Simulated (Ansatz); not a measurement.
# Si well of 12 atomic layers along [001] in random Si0.5Ge0.5, interfaces graded over 8 layers

Prepared with Tersoff's 1989 multicomponent potential (SiCGe.tersoff) in LAMMPS: minimisation. Geometry as solved with PBE, support functions at accuracy medium on the grid of 370 eV (Ansatz, a quantum-chemistry and plane-wave program).

```xyz
648
Lattice="16.85 0.00 0.00 0.00 16.85 0.00 0.00 0.00 49.75" Properties=species:S:1:pos:R:3 pbc="T T T"
Si     0.03     0.04     0.03
Si     1.39     1.43     1.41
Si     2.76     2.80     0.01
Ge     4.21     4.20     1.36
Ge     2.80     0.03     2.83
Si     4.22     1.40     4.28
Si     0.01     2.75     2.83
Ge     1.37     4.20     4.24
Si     0.02     0.03     5.65
Si     1.37     1.40     7.05
Ge     2.83     2.80     5.70
Si     4.25     4.24     7.07
Ge     2.78    -0.01     8.44
Ge     4.23     1.45     9.84
Si     0.03     2.80     8.42
Ge     1.46     4.20     9.83
Si     0.04    -0.03    11.22
Ge     1.40     1.43    12.62
Si     2.85     2.84    11.27
Si     4.20     4.20    12.68
Ge     2.85     0.00    14.03
Si     4.27     1.42    15.40
Si     0.03     2.83    14.04
Si     1.39     4.26    15.37
Si    -0.01    -0.01    16.82
Si     1.39     1.39    18.15
Ge     2.80     2.82    16.75
Si     4.21     4.26    18.13
Si     2.79    -0.02    19.49
Si     4.19     1.37    20.85
Si    -0.01     2.81    19.48
Si     1.41     4.21    20.83
Si     0.00     0.00    22.18
Si     1.40     1.41    23.52
Si     2.80     2.80    22.18
Si     4.21     4.21    23.53
Si     2.84     0.03    24.85
Si     4.22     1.41    26.23
Si     0.00     2.81    24.88
Si     1.40     4.22    26.23
Si     0.00     0.05    27.57
Si     1.39     1.44    28.92
Si     2.81     2.82    27.57
Si     4.21     4.21    28.93
Ge     2.80    -0.01    30.29
Si     4.21     1.43    31.67
Si     0.00     2.82    30.28
Si     1.41     4.21    31.63
Si     0.01     0.03    33.01
Si     1.37     1.43    34.36
Si     2.78     2.81    33.00
Si     4.13     4.20    34.39
Ge     2.75    -0.04    35.72
Ge     4.20     1.33    37.19
Si     0.00     2.78    35.78
Si     1.36     4.21    37.14
Ge    -0.04    -0.02    38.53
Si     1.34     1.40    39.94
Ge     2.76     2.81    38.56
Ge     4.25     4.27    39.92
Ge     2.76    -0.04    41.29
Ge     4.16     1.40    42.74
Si    -0.05     2.76    41.31
Ge     1.38     4.15    42.72
Si    -0.01    -0.01    44.11
Si     1.40     1.35    45.49
Si     2.77     2.76    44.15
Ge     4.22     4.19    45.50
Si     2.80     0.01    46.87
Ge     4.17     1.43    48.31
Ge     0.05     2.76    46.95
Si     1.44     4.17    48.37
Ge     0.03     5.55     0.01
Ge     1.36     7.04     1.45
Ge     2.80     8.44     0.01
Ge     4.21     9.83     1.47
Ge     2.84     5.64     2.85
Si     4.25     6.98     4.30
Si    -0.05     8.41     2.87
Ge     1.41     9.81     4.21
Si     0.00     5.65     5.63
Ge     1.41     7.00     7.08
Ge     2.87     8.42     5.66
Si     4.21     9.87     7.07
Si     2.87     5.62     8.45
Si     4.16     7.02     9.88
Si     0.01     8.41     8.49
Si     1.40     9.80     9.85
Ge     0.01     5.67    11.23
Si     1.43     7.05    12.65
Si     2.78     8.43    11.25
Si     4.16     9.81    12.62
Si     2.80     5.63    14.01
Si     4.19     7.00    15.41
Si     0.03     8.40    14.04
Si     1.42     9.80    15.39
Si     0.00     5.62    16.76
Si     1.42     7.02    18.12
Si     2.81     8.41    16.76
Si     4.21     9.82    18.12
Si     2.80     5.63    19.48
Si     4.20     7.02    20.84
Si     0.05     8.42    19.48
Si     1.42     9.82    20.84
Si     0.03     5.59    22.21
Si     1.41     7.02    23.54
Si     2.81     8.42    22.19
Si     4.22     9.83    23.53
Si     2.81     5.62    24.88
Si     4.22     7.02    26.22
Si     0.01     8.42    24.87
Si     1.41     9.83    26.22
Si     0.00     5.63    27.58
Si     1.42     7.03    28.91
Si     2.82     8.42    27.56
Si     4.20     9.82    28.92
Si     2.81     5.62    30.27
Si     4.18     7.05    31.60
Si     0.03     8.45    30.25
Si     1.39     9.84    31.65
Si     0.03     5.58    32.99
Ge     1.40     7.02    34.38
Si     2.79     8.43    32.96
Ge     4.20     9.84    34.37
Si     2.77     5.57    35.78
Ge     4.22     7.01    37.12
Si     0.00     8.47    35.76
Si     1.38     9.86    37.11
Si     0.01     5.57    38.56
Si     1.37     7.00    39.90
Ge     2.77     8.45    38.53
Si     4.22     9.85    39.91
Ge     2.79     5.67    41.34
Si     4.21     7.02    42.77
Ge    -0.02     8.41    41.29
Ge     1.45     9.78    42.77
Ge     0.00     5.66    44.11
Si     1.44     7.04    45.50
Si     2.87     8.40    44.18
Si     4.22     9.85    45.52
Ge     2.78     5.61    46.94
Ge     4.25     7.03    48.34
Ge     0.00     8.43    46.87
Ge     1.42     9.87    48.29
Ge    -0.03    11.28    -0.01
Ge     1.42    12.65     1.46
Ge     2.81    14.08     0.02
Si     4.20    15.46     1.43
Si     2.81    11.24     2.84
Ge     4.21    12.61     4.27
Ge    -0.01    14.06     2.90
Si     1.39    15.50     4.27
Ge    -0.04    11.24     5.63
Ge     1.37    12.64     7.12
Ge     2.80    14.09     5.68
Si     4.25    15.50     7.02
Si     2.78    11.18     8.45
Ge     4.15    12.63     9.83
Si    -0.02    14.03     8.54
Si     1.40    15.41     9.88
Si     0.02    11.23    11.19
Ge     1.41    12.63    12.63
Si     2.80    14.07    11.24
Si     4.18    15.42    12.61
Si     2.81    11.18    14.03
Si     4.17    12.57    15.42
Si    -0.02    14.01    14.03
Ge     1.39    15.40    15.44
Si     0.04    11.24    16.73
Si     1.41    12.62    18.14
Si     2.83    13.99    16.80
Si     4.21    15.44    18.13
Si     2.81    11.22    19.48
Si     4.21    12.63    20.82
Si     0.01    14.03    19.49
Si     1.40    15.43    20.84
Si     0.00    11.22    22.18
Si     1.41    12.62    23.52
Si     2.81    14.03    22.18
Si     4.22    15.44    23.52
Si     2.81    11.23    24.88
Si     4.22    12.62    26.23
Si    -0.02    14.02    24.85
Ge     1.41    15.44    26.21
Si     0.01    11.24    27.57
Si     1.42    12.62    28.95
Si     2.83    14.01    27.60
Si     4.24    15.42    28.90
Si     2.81    11.21    30.29
Si     4.19    12.63    31.63
Si     0.02    13.99    30.33
Si     1.38    15.42    31.68
Si     0.00    11.24    33.04
Si     1.41    12.64    34.39
Si     2.80    14.02    33.01
Si     4.19    15.42    34.34
Si     2.78    11.25    35.78
Si     4.20    12.59    37.16
Si     0.01    14.00    35.77
Si     1.36    15.40    37.13
Ge    -0.05    11.24    38.52
Ge     1.37    12.67    39.97
Ge     2.83    14.05    38.53
Si     4.26    15.41    39.95
Ge     2.85    11.24    41.35
Si     4.26    12.65    42.75
Si    -0.04    14.09    41.34
Si     1.34    15.44    42.73
Ge     0.00    11.24    44.16
Si     1.42    12.63    45.55
Ge     2.79    14.05    44.12
Si     4.18    15.46    45.53
Si     2.82    11.24    46.87
Ge     4.19    12.62    48.32
Ge    -0.03    14.04    46.91
Ge     1.40    15.52    48.33
Ge     5.59    -0.02    -0.01
Ge     7.03     1.37     1.46
Ge     8.39     2.82     0.00
Ge     9.80     4.21     1.49
Si     8.44     0.00     2.88
Si     9.81     1.42     4.21
Ge     5.61     2.82     2.87
Si     7.00     4.26     4.25
Si     5.62     0.03     5.65
Si     6.96     1.43     7.04
Ge     8.39     2.80     5.62
Ge     9.84     4.22     7.07
Ge     8.38     0.06     8.48
Si     9.81     1.46     9.86
Si     5.64     2.85     8.42
Si     7.03     4.19     9.83
Ge     5.63    -0.02    11.26
Si     7.01     1.45    12.62
Si     8.38     2.80    11.22
Ge     9.78     4.18    12.66
Ge     8.43     0.01    13.98
Ge     9.86     1.45    15.42
Si     5.63     2.82    14.02
Si     6.99     4.23    15.40
Si     5.60     0.03    16.81
Si     7.04     1.40    18.12
Si     8.39     2.85    16.77
Si     9.81     4.21    18.14
Si     8.43     0.00    19.48
Si     9.82     1.40    20.84
Ge     5.62     2.82    19.50
Si     7.05     4.24    20.87
Si     5.62    -0.01    22.18
Si     7.01     1.40    23.52
Si     8.43     2.81    22.20
Si     9.83     4.21    23.53
Si     8.41     0.00    24.87
Si     9.81     1.40    26.21
Si     5.62     2.81    24.88
Si     7.02     4.22    26.22
Si     5.62    -0.01    27.57
Si     7.01     1.40    28.91
Si     8.41     2.81    27.57
Si     9.81     4.21    28.92
Si     8.45     0.04    30.25
Si     9.85     1.39    31.65
Si     5.60     2.78    30.27
Ge     7.04     4.20    31.63
Si     5.57     0.00    33.01
Ge     7.05     1.36    34.38
Si     8.48     2.78    33.01
Si     9.87     4.18    34.34
Si     8.43    -0.06    35.79
Ge     9.89     1.37    37.12
Ge     5.58     2.81    35.76
Ge     7.02     4.25    37.16
Si     5.63    -0.06    38.57
Ge     7.02     1.37    39.94
Ge     8.47     2.81    38.55
Si     9.86     4.23    39.93
Ge     8.44    -0.07    41.35
Ge     9.83     1.40    42.77
Ge     5.64     2.83    41.38
Si     7.04     4.22    42.78
Ge     5.62    -0.04    44.12
Ge     7.02     1.45    45.53
Si     8.44     2.86    44.15
Si     9.86     4.19    45.52
Ge     8.44    -0.04    46.91
Ge     9.86     1.42    48.32
Si     5.61     2.83    46.96
Si     6.98     4.20    48.34
Si     5.65     5.59    -0.02
Ge     7.05     6.98     1.43
Si     8.41     8.39     0.00
Ge     9.79     9.79     1.41
Si     8.42     5.62     2.90
Si     9.83     6.96     4.28
Ge     5.63     8.39     2.90
Si     6.99     9.82     4.31
Si     5.60     5.58     5.64
Ge     7.00     6.97     7.06
Ge     8.46     8.42     5.67
Si     9.88     9.82     7.06
Si     8.40     5.59     8.48
Ge     9.80     7.07     9.81
Ge     5.57     8.43     8.48
Si     7.02     9.79     9.87
Ge     5.61     5.60    11.25
Si     7.05     7.01    12.63
Si     8.37     8.41    11.24
Ge     9.77     9.82    12.64
Si     8.39     5.63    14.05
Si     9.81     6.97    15.42
Ge     5.60     8.41    14.01
Si     6.99     9.86    15.40
Si     5.60     5.62    16.76
Si     6.98     7.00    18.15
Ge     8.41     8.42    16.78
Si     9.85     9.84    18.15
Si     8.42     5.62    19.49
Si     9.83     7.02    20.82
Si     5.60     8.42    19.48
Si     7.01     9.82    20.82
Si     5.61     5.62    22.19
Si     7.01     7.02    23.53
Si     8.40     8.40    22.15
Ge     9.82     9.83    23.54
Si     8.42     5.62    24.87
Si     9.81     7.01    26.23
Si     5.62     8.43    24.88
Si     7.01     9.83    26.23
Si     5.62     5.61    27.58
Si     7.02     7.03    28.92
Si     8.42     8.42    27.57
Si     9.82     9.83    28.93
Si     8.44     5.65    30.25
Si     9.85     7.00    31.62
Si     5.61     8.43    30.26
Si     6.99     9.85    31.59
Ge     5.56     5.64    33.04
Si     7.00     7.05    34.40
Ge     8.40     8.42    32.98
Ge     9.86     9.86    34.40
Ge     8.47     5.64    35.72
Ge     9.87     7.06    37.21
Si     5.64     8.43    35.75
Ge     7.03     9.84    37.18
Si     5.65     5.67    38.55
Si     7.02     7.03    39.92
Si     8.42     8.44    38.60
Si     9.81     9.86    39.90
Ge     8.41     5.61    41.32
Ge     9.82     7.04    42.77
Ge     5.59     8.41    41.31
Ge     7.03     9.86    42.73
Si     5.61     5.61    44.07
Ge     6.98     7.05    45.49
Si     8.43     8.47    44.15
Si     9.80     9.85    45.51
Ge     8.40     5.57    46.92
Ge     9.81     7.01    48.36
Si     5.59     8.46    46.90
Ge     7.05     9.79    48.31
Ge     5.62    11.22     0.00
Ge     7.01    12.66     1.44
Ge     8.40    14.07    -0.04
Ge     9.81    15.46     1.43
Ge     8.39    11.20     2.88
Ge     9.87    12.60     4.28
Ge     5.60    14.11     2.86
Si     7.01    15.52     4.26
Si     5.62    11.20     5.69
Si     6.99    12.59     7.04
Ge     8.36    14.03     5.64
Ge     9.79    15.44     7.06
Ge     8.43    11.21     8.46
Si     9.80    12.65     9.86
Ge     5.63    14.06     8.42
Si     7.05    15.42     9.87
Ge     5.60    11.19    11.24
Ge     7.05    12.63    12.63
Si     8.44    14.05    11.21
Si     9.82    15.40    12.60
Si     8.40    11.22    14.05
Ge     9.85    12.62    15.41
Ge     5.55    14.01    14.03
Ge     7.00    15.45    15.44
Si     5.61    11.22    16.78
Si     7.02    12.63    18.13
Si     8.43    14.04    16.81
Si     9.83    15.44    18.15
Si     8.42    11.23    19.48
Si     9.82    12.65    20.83
Si     5.62    14.04    19.48
Si     7.02    15.44    20.82
Si     5.62    11.23    22.18
Si     7.01    12.64    23.53
Si     8.42    14.04    22.18
Si     9.82    15.44    23.53
Si     8.39    11.26    24.91
Si     9.83    12.64    26.24
Si     5.61    14.04    24.88
Si     7.02    15.44    26.22
Si     5.61    11.22    27.58
Si     7.02    12.63    28.92
Si     8.42    14.04    27.58
Si     9.82    15.44    28.92
Si     8.42    11.24    30.27
Si     9.86    12.61    31.61
Si     5.60    14.00    30.25
Ge     7.00    15.46    31.61
Si     5.61    11.24    32.96
Ge     7.03    12.60    34.38
Ge     8.49    14.05    33.01
Si     9.87    15.45    34.44
Si     8.46    11.25    35.80
Si     9.86    12.64    37.13
Ge     5.59    14.05    35.79
Si     7.02    15.45    37.17
Si     5.59    11.25    38.56
Si     6.99    12.62    39.95
Ge     8.44    14.03    38.55
Si     9.88    15.47    39.91
Si     8.42    11.25    41.27
Ge     9.80    12.65    42.70
Si     5.63    14.01    41.35
Si     7.02    15.37    42.73
Si     5.59    11.24    44.13
Ge     7.04    12.62    45.51
Si     8.42    14.05    44.12
Si     9.83    15.42    45.46
Si     8.44    11.21    46.90
Ge     9.83    12.63    48.31
Ge     5.61    14.08    46.92
Si     7.00    15.46    48.33
Ge    11.29     0.00     0.00
Ge    12.64     1.47     1.45
Si    14.00     2.81    -0.01
Ge    15.43     4.14     1.43
Ge    14.10     0.03     2.84
Si    15.51     1.40     4.25
Si    11.21     2.82     2.89
Si    12.58     4.21     4.27
Ge    11.19     0.03     5.62
Ge    12.63     1.39     7.09
Ge    14.05     2.81     5.62
Ge    15.47     4.25     7.05
Si    14.06    -0.02     8.45
Ge    15.49     1.38     9.82
Si    11.21     2.80     8.47
Ge    12.64     4.23     9.80
Ge    11.21     0.03    11.26
Si    12.63     1.42    12.67
Ge    14.04     2.79    11.25
Ge    15.45     4.23    12.69
Si    14.03     0.03    13.99
Ge    15.44     1.41    15.41
Si    11.29     2.84    14.04
Si    12.64     4.23    15.42
Si    11.23     0.00    16.82
Si    12.64     1.41    18.15
Si    14.01     2.83    16.79
Si    15.44     4.21    18.11
Si    14.04     0.01    19.50
Si    15.44     1.41    20.84
Si    11.22     2.80    19.49
Si    12.62     4.21    20.82
Si    11.23     0.00    22.18
Si    12.63     1.41    23.52
Si    14.03     2.81    22.18
Si    15.45     4.20    23.54
Si    14.03     0.00    24.87
Si    15.43     1.41    26.21
Si    11.23     2.81    24.88
Si    12.64     4.22    26.21
Si    11.20    -0.02    27.54
Ge    12.60     1.43    28.90
Si    14.06     2.84    27.54
Si    15.45     4.21    28.92
Ge    14.02    -0.01    30.34
Si    15.47     1.43    31.67
Si    11.20     2.84    30.31
Si    12.64     4.19    31.65
Si    11.23    -0.01    33.04
Si    12.64     1.39    34.37
Si    14.02     2.78    33.00
Ge    15.43     4.19    34.39
Si    14.00     0.03    35.79
Si    15.41     1.42    37.13
Si    11.26     2.80    35.71
Ge    12.64     4.19    37.18
Si    11.29    -0.03    38.55
Si    12.69     1.35    39.91
Si    14.07     2.77    38.57
Si    15.44     4.19    39.94
Si    14.04    -0.02    41.34
Si    15.47     1.34    42.68
Ge    11.26     2.78    41.27
Ge    12.65     4.23    42.71
Si    11.23    -0.04    44.14
Ge    12.63     1.34    45.57
Ge    14.07     2.74    44.10
Ge    15.46     4.19    45.54
Si    14.06    -0.07    46.96
Ge    15.42     1.37    48.38
Si    11.24     2.83    46.92
Si    12.61     4.15    48.35
Ge    11.24     5.56     0.01
Ge    12.65     7.00     1.43
Ge    14.05     8.44     0.00
Ge    15.44     9.85     1.47
Ge    14.05     5.59     2.90
Si    15.45     7.03     4.29
Ge    11.21     8.38     2.87
Ge    12.66     9.84     4.27
Si    11.25     5.62     5.66
Si    12.63     7.02     7.03
Si    14.04     8.38     5.66
Ge    15.42     9.79     7.09
Si    14.04     5.68     8.42
Si    15.44     7.03     9.79
Si    11.27     8.44     8.41
Si    12.62     9.83     9.80
Ge    11.21     5.62    11.25
Ge    12.67     7.01    12.67
Ge    14.05     8.44    11.19
Ge    15.48     9.85    12.64
Si    14.06     5.62    14.09
Si    15.46     7.03    15.41
Ge    11.23     8.42    14.08
Si    12.66     9.85    15.43
Si    11.21     5.60    16.77
Si    12.62     7.02    18.10
Si    14.03     8.40    16.75
Ge    15.45     9.84    18.12
Si    14.01     5.60    19.44
Ge    15.44     7.01    20.83
Si    11.24     8.42    19.48
Si    12.63     9.83    20.84
Si    11.23     5.62    22.18
Si    12.63     7.02    23.53
Si    14.02     8.45    22.21
Si    15.44     9.83    23.53
Si    14.04     5.62    24.87
Si    15.45     7.02    26.22
Si    11.25     8.39    24.91
Si    12.64     9.83    26.23
Si    11.20     5.59    27.55
Ge    12.63     7.02    28.92
Si    14.07     8.45    27.56
Si    15.46     9.85    28.92
Si    14.04     5.57    30.28
Ge    15.48     7.00    31.61
Si    11.21     8.46    30.31
Si    12.62     9.87    31.63
Si    11.23     5.59    32.98
Ge    12.61     7.00    34.42
Ge    14.05     8.48    33.03
Si    15.46     9.88    34.43
Si    14.05     5.61    35.79
Ge    15.47     7.02    37.16
Si    11.27     8.47    35.81
Si    12.63     9.87    37.14
Si    11.25     5.61    38.59
Si    12.64     6.98    39.94
Ge    14.00     8.45    38.57
Si    15.41     9.85    39.96
Si    14.07     5.63    41.30
Si    15.42     7.01    42.68
Ge    11.25     8.46    41.30
Si    12.66     9.86    42.69
Si    11.20     5.58    44.13
Ge    12.60     7.00    45.49
Ge    14.05     8.45    44.08
Si    15.41     9.86    45.53
Ge    13.99     5.57    46.96
Ge    15.46     6.99    48.34
Ge    11.19     8.45    46.91
Ge    12.66     9.87    48.29
Ge    11.26    11.25     0.03
Si    12.70    12.64     1.40
Si    14.03    14.01    -0.04
Ge    15.46    15.43     1.36
Si    14.03    11.28     2.84
Si    15.40    12.62     4.23
Ge    11.27    14.00     2.80
Ge    12.65    15.44     4.24
Si    11.26    11.21     5.72
Si    12.64    12.57     7.08
Ge    14.04    13.98     5.68
Ge    15.49    15.45     7.07
Si    14.03    11.23     8.48
Si    15.43    12.61     9.86
Ge    11.23    14.00     8.45
Ge    12.69    15.42     9.87
Ge    11.24    11.24    11.23
Si    12.66    12.64    12.65
Si    14.06    13.97    11.26
Ge    15.45    15.44    12.62
Si    14.03    11.25    14.04
Si    15.47    12.60    15.38
Si    11.23    14.03    13.96
Ge    12.61    15.46    15.36
Si    11.27    11.21    16.81
Si    12.62    12.62    18.17
Ge    14.07    14.01    16.79
Si    15.46    15.46    18.18
Si    14.03    11.25    19.51
Si    15.44    12.64    20.85
Si    11.22    14.05    19.49
Si    12.63    15.45    20.84
Si    11.24    11.26    22.16
Si    12.64    12.64    23.52
Si    14.04    14.05    22.18
Si    15.44    15.45    23.52
Si    14.03    11.23    24.87
Si    15.44    12.62    26.21
Si    11.22    14.03    24.87
Si    12.63    15.44    26.21
Si    11.23    11.23    27.58
Si    12.64    12.64    28.92
Si    14.02    14.01    27.54
Ge    15.46    15.40    28.92
Si    14.05    11.24    30.28
Si    15.44    12.62    31.67
Si    11.24    14.04    30.27
Si    12.59    15.40    31.70
Si    11.27    11.28    32.99
Si    12.64    12.64    34.39
Si    14.02    14.01    33.02
Ge    15.43    15.46    34.40
Si    14.03    11.26    35.78
Si    15.41    12.67    37.12
Si    11.27    14.04    35.78
Si    12.66    15.44    37.16
Si    11.20    11.22    38.50
Ge    12.66    12.61    39.88
Si    14.07    14.06    38.51
Si    15.40    15.42    39.95
Si    14.04    11.23    41.32
Ge    15.41    12.68    42.72
Ge    11.28    14.09    41.31
Si    12.66    15.48    42.76
Ge    11.26    11.23    44.13
Si    12.69    12.66    45.51
Si    14.02    14.09    44.14
Si    15.42    15.46    45.50
Si    14.07    11.28    46.89
Si    15.40    12.65    48.32
Ge    11.27    14.06    46.89
Si    12.68    15.42    48.34
```
